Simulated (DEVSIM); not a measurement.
Device: Pt/HfO2/p-Si capacitor, at 400 K.

| layer (left to right) | material | thickness (nm) | Na (cm⁻³) |
|---|---|---|---|
| 1 | HfO2 | 27.0 | - |
| 2 | Si | 1100 | 2.8e17 |

Metal gate on the left, work function 5.6 eV. Fixed charge at the semiconductor interface 0 cm⁻² (in units of +e); interface traps 1e10 cm⁻² eV⁻¹, uniform in energy, neutral level at 0.7 of the gap above the valence band.

This is a model device: material constants are rounded textbook-type values typed into the input, and sizes, dopings and lifetimes were drawn at random. Values at 300 K; Nc and Nv go as T^1.5, mobilities as T to minus their exponent, the gap by Varshni's rule with the affinity fixed.

| parameter | HfO2 | Si |
|---|---|---|
| gap (eV) | 5.7 | 1.124 |
| affinity (eV) | 2.5 | 4.05 |
| permittivity | 22 | 11.7 |
| Nc (cm⁻³) | - | 2.86e19 |
| Nv (cm⁻³) | - | 3.1e19 |
| Varshni α (eV/K) | - | 0.000473 |
| Varshni β (K) | - | 636 |

DEVSIM, 1D Poisson equation in equilibrium, Boltzmann statistics, complete ionisation; no quantum confinement or tunnelling. Metal contacts follow the ideal Schottky-Mott rule: no Fermi-level pinning, no interface dipoles.

Q: Tabulate band edges, carrier densities and field at 1.3 V on the gate.

A: Energies count from the Fermi level of the right contact; mesh points crowd at the junctions.

```tsv
x (μm)	Ec (eV)	Ev (eV)	n (cm⁻³)	p (cm⁻³)	field (V/cm)
0.000	1.800	-3.900	< 1e2	< 1e2	96000
0.001320	1.813	-3.887	< 1e2	< 1e2	96000
0.004010	1.838	-3.862	< 1e2	< 1e2	96000
0.009488	1.891	-3.809	< 1e2	< 1e2	96000
0.02007	1.992	-3.708	< 1e2	< 1e2	96000
0.02424	2.032	-3.668	< 1e2	< 1e2	96000
0.02629	2.052	-3.648	< 1e2	< 1e2	96000
0.02777	0.523	-0.574	1.1e13	2.8e12	180000
0.03004	0.562	-0.535	3.7e12	8.7e12	170000
0.03499	0.639	-0.457	3.9e11	8.3e13	150000
0.04577	0.771	-0.325	8.4e9	3.8e15	99000
0.08082	0.914	-0.183	1.4e8	2.4e17	6200
0.1456	0.919	-0.177	1.2e8	2.8e17	≈ 0
0.2865	0.919	-0.177	1.2e8	2.8e17	≈ 0
0.7077	0.919	-0.177	1.2e8	2.8e17	≈ 0
0.9350	0.919	-0.177	1.2e8	2.8e17	≈ 0
1.036	0.919	-0.177	1.2e8	2.8e17	≈ 0
1.086	0.919	-0.177	1.2e8	2.8e17	≈ 0
1.113	0.919	-0.177	1.2e8	2.8e17	≈ 0
1.121	0.919	-0.177	1.2e8	2.8e17	≈ 0
1.125	0.919	-0.177	1.2e8	2.8e17	≈ 0
1.127	0.919	-0.177	1.2e8	2.8e17	≈ 0
```
